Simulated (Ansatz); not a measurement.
Start from MoS2 in the 2H-MoS2 type structure (space group P6_3/mmc, No. 194; a = 3.1494 Å, c = 12.0903 Å; layered, stacked along the Cartesian z axis). Axes: x lies along a and z along c of the hexagonal cell.

(Cell as relaxed with PBE-D3(BJ).)

Levels (all Ansatz, a quantum-chemistry and plane-wave program, PAW): PBE-D3(BJ) (420 eV, scalar-relativistic without spin-orbit coupling); r2SCAN+rVV10 (500 eV, scalar-relativistic without spin-orbit coupling).

Each level relaxes its own structure.

```tsv
base	PBE-D3(BJ)	r2SCAN+rVV10
volume per atom	17.31 Å³	18.07 Å³
lattice parameter a	3.149 Å	3.173 Å
band gap	0.78 eV	1.01 eV
```

One thing is altered: biaxial strain +3.04 %, plane normal [001], relaxed out of plane (Cartesian); in-plane vectors clamped, the third vector and the atoms free.

```json
[
 {"quantity": "volume per atom", "PBE-D3(BJ)": "18.20 Å³", "r2SCAN+rVV10": "18.95 Å³"},
 {"quantity": "valence-band top at Γ (three highest levels, from the VBM)", "PBE-D3(BJ)": "0.00, -0.99, -1.08 eV", "r2SCAN+rVV10": "0.00, -0.97, -1.23 eV"},
 {"quantity": "band gap", "PBE-D3(BJ)": "0.49 eV", "r2SCAN+rVV10": "0.47 eV"}
]
```

PBE-D3(BJ)'s volume per atom lies 0.75 Å³ below r2SCAN+rVV10's (4.0 %); PBE-D3(BJ)'s band gap lies 0.013 eV above r2SCAN+rVV10's. Neither level is exact; r2SCAN+rVV10 is the comparison here, not a measurement.

Whether these cells are dynamically stable was not tested.
